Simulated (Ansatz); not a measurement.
Consider the following.

```xyz
4
Lattice="4.1041 0.0000 0.0000 -2.0521 3.5543 0.0000 0.0000 0.0000 6.8096" Properties=species:S:1:pos:R:3 pbc="T T T"
Cd     2.0521     1.1848    -0.0090
Cd     0.0000     2.3695     3.3958
S      2.0521     1.1848     4.2664
S      0.0000     2.3695     0.8616
```

A single point on CdS with a change (uniaxial stress, 1 GPa tension along z), its geometry relaxed with PBEsol.

Calculations: PBEsol (Ansatz, an electronic-structure program; PAW; 420 eV plane waves; spin-orbit coupling included). Settings: 9×9×5 k-points, 0.05 eV Fermi–Dirac smearing.

**Question.** Predict the band gap and electron mass.

**Answer.** 
- Band gap: 1.03 eV
- Electron mass: 0.11 mₑ along z, 0.12 mₑ across (at Γ)

Single points use the geometry relaxed with PBEsol. Load acts through the strain it causes; cell and atoms are relaxed under it. Masses are band curvatures over ±0.01 Å⁻¹ around the edge. Stability under load was not tested beyond the relaxation. The cell was made from CdS in the wurtzite structure (space group P6_3mc, No. 186) by this change: uniaxial stress, 1 GPa tension along z.
